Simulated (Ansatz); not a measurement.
The parent structure is MgTe in the zinc blende structure (space group F-43m, No. 216).

```
MgTe
1.0
    0.00000     3.21920     3.21920
    3.21920     0.00000     3.21920
    3.21920     3.21920     0.00000
Mg Te
1 1
Cartesian
  0.00000   0.00000   0.00000
  1.60960   1.60960   1.60960
```

Cartesian axes are those of the cell as printed.

Computed with PBEsol, PAW, 420 eV (Ansatz, a program for electronic structure; spin-orbit coupling left out), earlier PAW set.

Strains are applied to the cell and any free atomic positions relax; under biaxial strain the out-of-plane vector relaxes too; under stress the whole cell relaxes.

One change was made to it. Results:

The band gap drops by 0.01 eV to 2.34 eV; the energy grows by 0.7 meV/atom.

Task: Which change produced these results?
(A) biaxial strain −2.99 %, plane normal [110], relaxed out of plane
(B) uniaxial strain ε_xx = −1.26 %
(C) biaxial strain −0.80 %, plane normal [110], relaxed out of plane
(D) uniaxial stress, 3 GPa tension along x
(E) biaxial strain +1.32 %, plane normal [001], relaxed out of plane

Result: C, biaxial strain −0.80 %, plane normal [110], relaxed out of plane. For comparison, the band gap in the other runs: uniaxial strain ε_xx = −1.26 % gives 2.38 eV; uniaxial stress, 3 GPa tension along x gives 1.94 eV; biaxial strain −2.99 %, plane normal [110], relaxed out of plane gives 2.25 eV; biaxial strain +1.32 %, plane normal [001], relaxed out of plane gives 2.26 eV.

Spin-orbit coupling, missing from the scalar runs, can matter with Te. Beyond what the load breaks, stability against distortions was not tested.
